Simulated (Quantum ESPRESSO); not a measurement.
Input and output of a self-consistent single point for Zr3Sn (Pm-3n, 8 atoms in the cell) (Quantum ESPRESSO).

Method of the run: LDA (PZ), GBRV 1.5 ultrasoft (LDA) pseudopotentials (plane waves; Quantum ESPRESSO).

The change in words: lattice scaled by 0.98. Reference geometry:
```xyz
8
Lattice="5.5767 0.0000 0.0000 0.0000 5.5767 0.0000 0.0000 0.0000 5.5767" Properties=species:S:1:pos:R:3 pbc="T T T"
Zr     2.7884     1.3942     0.0000
Zr     2.7884     4.1825     0.0000
Zr     1.3942     0.0000     2.7884
Zr     4.1825     0.0000     2.7884
Zr     0.0000     2.7884     1.3942
Zr     0.0000     2.7884     4.1825
Sn     2.7884     2.7884     2.7884
Sn     0.0000     0.0000     0.0000
```

Reference input (self-consistent single point, DFT, LDA (PZ), plane waves, GBRV 1.5 ultrasoft (LDA) pseudopotentials): ecutwfc = 40 Ry; ecutrho = 320 Ry; occupations = smearing; smearing = fermi-dirac; degauss = 0.0073499 Ry; potentials = {Zr: zr_lda_v1.uspp.F.UPF, Sn: sn_lda_v1.4.uspp.F.UPF}; K_POINTS = automatic 5 5 5 0 0 0; conv_thr = 1e-10 Ry; mixing_beta = 0.5. This run's input differs from it in these lines:

```diff
@@ -10,3 +10,3 @@
  ibrav = 1,
- celldm(1) = 10.5384621354,
+ celldm(1) = 10.3276934218,
  nat = 8,
@@ -27,9 +27,9 @@
 ATOMIC_POSITIONS angstrom
-Zr    2.7883570000    1.3941785000    0.0000000000
-Zr    2.7883570000    4.1825355000    0.0000000000
-Zr    1.3941785000    0.0000000000    2.7883570000
-Zr    4.1825355000    0.0000000000    2.7883570000
-Zr    0.0000000000    2.7883570000    1.3941785000
-Zr    0.0000000000    2.7883570000    4.1825355000
-Sn    2.7883570000    2.7883570000    2.7883570000
+Zr    2.7325900000    1.3662950000    0.0000000000
+Zr    2.7325900000    4.0988850000    0.0000000000
+Zr    1.3662950000    0.0000000000    2.7325900000
+Zr    4.0988850000    0.0000000000    2.7325900000
+Zr    0.0000000000    2.7325900000    1.3662950000
+Zr    0.0000000000    2.7325900000    4.0988850000
+Sn    2.7325900000    2.7325900000    2.7325900000
 Sn    0.0000000000    0.0000000000    0.0000000000
```

Log, with long lists cut:

```
     Self-consistent Calculation

     iteration #  1     ecut=    40.00 Ry     beta= 0.50

     Threshold (ethr) on eigenvalues was too large:
     Diagonalizing with lowered threshold

     negative rho (up, down):  3.507E-01 0.000E+00

     total energy              =    -913.71578744 Ry
     estimated scf accuracy    <       0.64648383 Ry

     iteration #  2     ecut=    40.00 Ry     beta= 0.50

     negative rho (up, down):  3.518E-01 0.000E+00

     total energy              =    -913.82232268 Ry
     estimated scf accuracy    <       0.03095427 Ry

     iteration #  3     ecut=    40.00 Ry     beta= 0.50

     negative rho (up, down):  3.525E-01 0.000E+00

     total energy              =    -913.82898216 Ry
     estimated scf accuracy    <       0.00271074 Ry

   [... 7 blocks of this kind left out ...]

     iteration # 11     ecut=    40.00 Ry     beta= 0.50

     negative rho (up, down):  3.519E-01 0.000E+00

     total energy              =    -913.82915772 Ry
     estimated scf accuracy    <          1.3E-10 Ry

     iteration # 12     ecut=    40.00 Ry     beta= 0.50

     negative rho (up, down):  3.519E-01 0.000E+00
     End of self-consistent calculation

     the Fermi energy is    15.7165 ev

!    total energy              =    -913.82915772 Ry
     estimated scf accuracy    <          7.6E-12 Ry
     smearing contrib. (-TS)   =      -0.02377218 Ry
     internal energy E=F+TS    =    -913.80538554 Ry

     convergence has been achieved in  12 iterations

     negative rho (up, down):  3.519E-01 0.000E+00

     Forces acting on atoms (cartesian axes, Ry/au):

     atom    1 type  1   force =     0.00000000   -0.00000000    0.00000000
   [... zero for the other atoms too ...]

     Total force =     0.000000     Total SCF correction =     0.000000

     negative rho (up, down):  3.519E-01 0.000E+00
          total   stress  (Ry/bohr**3)                   (kbar)     P=       36.41
   0.00024752   0.00000000   0.00000000           36.41        0.00        0.00
   0.00000000   0.00024752   0.00000000            0.00       36.41        0.00
   0.00000000   0.00000000   0.00024752            0.00        0.00       36.41

   JOB DONE.
```

The run converged in 12 iterations. Against the reference run the free energy hardly moves (within 1 meV/atom) and the pressure goes from -3.48 to 3.64 GPa.

The starting cell comes from a database of computed structures (which also holds hypothetical and non-ambient phases and stackings), without a prior relaxation at this level. Its lattice was rescaled by a random factor within 2.5 % of one. For this run, on top of that: lattice scaled by 0.98. With a pressure of about 4 GPa the cell is away from its equilibrium volume at this level.

Cost on one core of a shared machine: roughly 2 min.
